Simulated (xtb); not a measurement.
xtb 6.7.1, GFN2-xTB: B(H)(Et)(OEt) (CCBOCC), 17 atoms. The geometry is a generated start, not checked to be a minimum at this level.

| Quantity | Result |
|---|---|
| method | GFN2-xTB |
| --acc | 1 (default) |
| --etemp (K) | 300 (default) |
| detailed input (--input) | none: ANC optimiser, Lindh (1995) Hessian, microcycle=20, maxdispl=1.0, hlow=0.01 (default) |
| basis functions | 35 |
| valence electrons | 36 |

```xyz
17

B      0.1214    -0.3437     0.5258
H     -0.5055    -0.5195     1.5168
C      1.4213    -1.2109     0.2078
C      1.4801    -2.5502     0.9413
H      2.2963    -0.6199     0.4957
H      1.5221    -1.3814    -0.8656
H      0.6521    -3.1871     0.6362
H      1.4072    -2.3971     2.0157
H      2.4097    -3.0743     0.7295
O     -0.2184     0.6034    -0.3455
C     -1.3199     1.4756    -0.1687
C     -1.4443     2.3945    -1.3755
H     -2.2356     0.8860    -0.0416
H     -1.1671     2.0676     0.7421
H     -1.6231     1.8111    -2.2754
H     -2.2704     3.0863    -1.2309
H     -0.5257     2.9596    -1.5076
```

The structure is relaxed from this start with --opt LEVEL for the levels crude, sloppy, loose, lax, normal, tight, vtight, extreme, once each. Up to the end of the extreme run atoms move by at most 0.92 Å along an axis.

### Question
Choose the cheapest level whose final energy lies within 1 meV of that of extreme.

### Answer
tight: 78 cycles against 122, ending 0.40 meV above.

```json
[
 {"level": "crude", "cycles": "1", "energy above the extreme run (meV)": "47", "gradient norm (eV/Å)": "0.13"},
 {"level": "sloppy", "cycles": "1", "energy above the extreme run (meV)": "47", "gradient norm (eV/Å)": "0.13"},
 {"level": "loose", "cycles": "1", "energy above the extreme run (meV)": "47", "gradient norm (eV/Å)": "0.13"},
 {"level": "lax", "cycles": "1", "energy above the extreme run (meV)": "47", "gradient norm (eV/Å)": "0.13"},
 {"level": "normal", "cycles": "6", "energy above the extreme run (meV)": "45", "gradient norm (eV/Å)": "0.029"},
 {"level": "tight", "cycles": "78", "energy above the extreme run (meV)": "0.40", "gradient norm (eV/Å)": "0.0038"},
 {"level": "vtight", "cycles": "116", "energy above the extreme run (meV)": "0.012", "gradient norm (eV/Å)": "0.0011"},
 {"level": "extreme", "cycles": "122", "energy above the extreme run (meV)": "—", "gradient norm (eV/Å)": "0.0012"}
]
```
